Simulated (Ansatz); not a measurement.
Cr (model structure, from the simple cubic type, Pm-3m, No. 221) was calculated with PBE (PAW; Ansatz, a quantum-chemistry and plane-wave program).

Excerpt of the program's output:

```
WARN output.stress: scf.convergence.dr2_threshold = 1e-7 eV (the SCF's general default) is looser than the 1e-10 eV advised for a printed stress (1e-10 eV for …
Relaxation: its limit of steps is 80 (relax.max_steps)
Crystal: 1 atoms, lattice volume = 13.062 Å³
Basis set: ecut = 520 eV, 365 PW (Γ), exchange–correlation on 36×36×36 points (8 copies of the dense FFT grid, shifted against one another)
Bands: 13, of which v1, the nominal top of the filled ones, is band 7 counted from 1 (6 counted from 0)
Symmetry: 48 space group operations
Space group: Pm-3m (ITA 221), of the structure as read, at distance tolerance 2.4e-5 Å
k-points: 455 of 13824
Initial density: superposition of atomic densities (chi_scale 0.1, normalization cell)
Functional: x = pbe(κ = 0.804, μ = 0.2195149727645171), c = pbe(β = 0.06672455060314922)
SCF 1 converged in 13 iterations: F = -3376.715637 eV  dr2 = 1.99e-12
relax step   1: F+E_penalty+E_count = -3376.71563747 eV  Δ(F+E_penalty+E_count) = +0.000e0 eV  max|allowed force component| = 0.000e0 eV/Å  Δτ_max = 0.0000 Å  (13 SCF iters, accepted)
SCF converged after 13 iterations
Magnetization: 0.0000 μB (7.0000 up, 7.0000 down)
Free energy (F): -3376.715637 eV
Internal energy: -3376.702857 eV  (E = F + TS)
E sigma→0 (E₀):  -3376.709247 eV
Fermi energy:    16.889534 eV
--- Forces (eV/Å), atoms counted from 1 ---
  atom   1  Cr    -0.00000000     0.00000000     0.00000000
--- Stress (GPa, compression-positive) ---
       -3.613848       0.000000       0.000000
       -0.000000      -3.613848       0.000000
        0.000000       0.000000      -3.613848
  P = ⅓ Tr σ = -3.6138 GPa (-36.138 kbar)
```

Q: Write an input file that produces this run.

A: Several could match; the one computed here: 
Ansatz 0.2 input:
```yaml
crystal:
  lattice:
    - [2.3550820073, 0.0, 0.0]
    - [0.0, 2.3550820073, 0.0]
    - [0.0, 0.0, 2.3550820073]
  atoms:
    - { symbol: Cr, position: [0.0, 0.0, 0.0], spin: 3.0 }
basis:
  ecutwfc: 520
  ecutrho_ratio: 4
  xc_grid: 2
kpoints:
  mp_grid: { grid: [24, 24, 24] }
hamiltonian:
  xc: pbe
  dispersion: none
  pseudopotentials: { azcp: { folder: ./paw }, kind: paw }
scf:
  occupations: { method: fermi_dirac, width: 0.05 }
output:
  forces: false
  stress: true
  eigenvalues: true
magnetization:
  spin_polarized: true
relax:
  f_tol: 0.004
  escape_saddle: false
  max_steps: 80
```

The cell is one volume of an energy–volume scan, off the minimum.

The run is spin-polarised with parallel starting moments, which need not be the measured order.

Note: the starting moments vanished in the run, and other orders were not tried. Note: the cell keeps the symmetry of its start, so it can be a saddle point.

The result took very roughly 14 core-seconds.

A model structure was made by putting elements into a prototype or built by hand; it is no filed structure, need not be a known phase, and can be a saddle point held by its symmetry.
